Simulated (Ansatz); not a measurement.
The starting structures come from a database of crystals and need not be the phases stable at ambient conditions.

Inside the gap of an insulator the Bloch states are evanescent, with a wavenumber k + iκ along the transport direction.

Given:

```yaml
crystal:
  lattice:
    - [6.55153, 0.00000, 0.00000]
    - [0.00000, 9.80636, 0.00000]
    - [3.27576, 0.00000, 3.27576]
  atoms:
    - { symbol: Ba, position: [0.00000, 0.64049, 0.50000] }
    - { symbol: Ba, position: [0.50000, 0.35951, 0.50000] }
    - { symbol: Cd, position: [0.50000, 0.00000, 0.00000] }
    - { symbol: Cd, position: [0.00000, 0.00000, 0.00000] }
    - { symbol: Sb, position: [0.00000, 0.18461, 0.50000] }
    - { symbol: Sb, position: [0.50000, 0.81539, 0.50000] }
    - { symbol: F, position: [0.50000, 0.50000, 0.00000] }
    - { symbol: F, position: [0.00000, 0.50000, 0.00000] }
```

Space group of this cell: P4/nmm. The cell is taken as given.

Transport runs along the normal of the first two printed cell vectors, the (110) plane of the conventional cell.

No gap correction and no spin-orbit coupling; mid-gap values are interpolated between computed energies.

Task: Give the band gap and the smallest decay constant κ at mid-gap that r2SCAN (Ansatz, a first-principles code) yields.

Result: Gap 0.55 eV on a 10×4×10 mesh; κ = 0.093 1/Å, at the zone centre.
